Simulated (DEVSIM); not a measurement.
System: abrupt Si p-n junction, at 300 K.

Layer 1 from the left is Si, thickness (μm) 0.630, Na (cm⁻³) 1.6e16, τn (s) 1.2e-5, τp (s) 1.2e-5. Layer 2 from the left is Si, thickness (μm) 0.400, Nd (cm⁻³) 1.5e16, τn (s) 1.2e-5, τp (s) 1.2e-5.

Left contact: ohmic. Right contact: ohmic. Voltage is applied to the left contact. Recombination: SRH at mid-gap, radiative. Mobility is μmin + (μ − μmin)/(1 + (N/Nref)^α).

The device is made up for the run: typed textbook-type constants, with dimensions and the other settings drawn at random. Values at 300 K.

Si: gap (eV) 1.124, affinity (eV) 4.05, permittivity 11.7, Nc (cm⁻³) 2.86e19, Nv (cm⁻³) 3.1e19, μn (cm²/Vs) 1417, μp (cm²/Vs) 470, μn,min 52, μp,min 45, Nref,n 9.7e16, Nref,p 2.2e17, αn 0.68, αp 0.72, B (cm³/s) 4.7e-15.

Estimate by hand the built-in potential, the peak field at zero bias, and compare with a numerical solution.


- Built-in potential: ni = √(Nc Nv) exp(−Eg/2kT) = 1.08e10 cm⁻³ with Eg = 1.124 eV; Vbi = kT/q ln(Na Nd/ni²) = 0.733 V; numerical 0.733 V.
- Peak field at zero bias: depletion approximation: W = √(2εVbi/(qN)) = 0.350 μm with N = 7.74e15 cm⁻³; field = 2Vbi/W = 41900 V/cm; numerical 40400 V/cm (estimate above by 3.7 %).

Model (solved in DEVSIM): 1D drift-diffusion, Boltzmann statistics, complete ionisation; no tunnelling, impact ionisation, image-force lowering or self-heating.
